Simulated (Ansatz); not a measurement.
Data:

```
BeTe
1.0
    0.00000     2.78087     2.86408
    2.78087     0.00000     2.86408
    2.78087     2.78087     0.00000
Be Te
1 1
Direct
  0.00000   0.00000   0.00000
  0.75000   0.75000   0.75000
```

Method: r2SCAN with spin-orbit coupling, rigid bands (plane waves, PAW; Ansatz, an electronic-structure program). Condition of this run: biaxial stress xx = yy = 2 GPa (compression positive) (the target of the relaxation). Geometry: cell and atoms relaxed with r2SCAN, then loaded as said.

Question: Predict the hole conductivity mass (n e² τ/σ) at 300 K, by direction if it differs.

Answer: 0.35 (x), 0.35 (y), 0.41 (z) mₑ.

Question: What conductivity effective mass do dilute electrons have at 300 K?

Answer: 0.47 (x), 0.47 (y), 0.27 (z) mₑ.

Question: And the band gap?

Answer: 1.90 eV at this level; semilocal functionals usually fall short of the measured gap.

Rigid bands, one relaxation time for all states, no polarons.
